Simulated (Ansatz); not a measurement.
Amorphous In9Ga9Zn9O37K2, 66 atoms at 5.63 g/cm³, one PBE-relaxed geometry, zone centre. Methods: PBE, scalar-relativistic without spin-orbit coupling (Ansatz, a first-principles code); r2SCAN, scalar-relativistic without spin-orbit coupling (Ansatz); HSE06, scalar-relativistic without spin-orbit coupling (Ansatz). Plane waves to 420 eV (r2SCAN 500 eV); exact exchange is cut at the cell's faces. At PBE the levels at the filled edge of the gap are localised (band-tail or defect states). All rungs ran without spin polarisation.

Preparation: random packing, a CHGNet melt and quench, and a DFT relaxation. O atoms were pushed apart under 1.9 Å during the dynamics, to hinder bonds among them. The hot cell started wider than the set density and was brought back towards it in steps. It is the lowest in DFT energy of 2 quenches. It is a model cell: composition and starting density were chosen by hand, and all elements were melted together. No dispersion term was used. Its density started from a set value of 5.63 and ended at 5.63 g/cm³. The simulated quench (nominally 210 K/ps over its main leg) is rapid and tends to freeze in more defects than a deposited or slowly cooled glass has. Values belong to this one cell and scatter from quench to quench. The volume was held where the preparation left it and the shape relaxed, at a PBE pressure of 0.7 GPa. Stress components on the final sampling reach 0.8 GPa.

The relaxation ran on the zone centre alone. At PBE the level gap is 0.91 eV on a 2×2×2 Γ-centred mesh, and the spacing at the zone centre alone 0.96 eV.

Task: What zone-centre spacing does r2SCAN give, roughly?

Result: 1.41 eV (+0.45 eV against PBE).

Task: What zone-centre spacing does HSE06 give, roughly?

Result: 2.51 eV (+1.55 eV against PBE).

The highest filled and the lowest empty state spread over these numbers of atoms (participation numbers): PBE: 8.1 and 61.6; r2SCAN: 7.8 and 60.7; HSE06: 8.1 and 60.2.
